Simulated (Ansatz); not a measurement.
Results of LDA in Ansatz (plane waves, PAW) for B₂CO (model structure, P-4m2, No. 115, 4 atoms in the cell).

Numerical settings: plane-wave cutoff 520 eV, 12×12×10 k mesh (along the axes of the cell as run), Fermi–Dirac smearing 0.01 eV, scalar-relativistic PAW data made under PBE.

Cell (relaxed at this level):

```xyz
4
Lattice="2.6230 0.0000 0.0000 0.0000 2.6230 0.0000 0.0000 0.0000 3.6221" Properties=species:S:1:pos:R:3 pbc="T T T"
B      0.0000     1.3115     0.8350
B      1.3115     0.0000     2.7871
C      0.0000     0.0000     0.0000
O      1.3115     1.3115     1.8111
```

Predict the band gap and bulk modulus B0.


band gap: 1.63 eV (on the SCF k mesh)
bulk modulus B0: 311 GPa

Note: the bulk modulus is −V dP/dV from two relaxed cells at ±2 % in volume; the relaxation could raise the start's symmetry but not lower it, so the cell can be a saddle point.

Computed values are for the static lattice.

Computing time: roughly 40 core-seconds.

A model structure was made by putting elements into a prototype or built by hand; it is no filed structure, need not be a known phase, and can be a saddle point held by its symmetry.

Ansatz is an electronic-structure program.
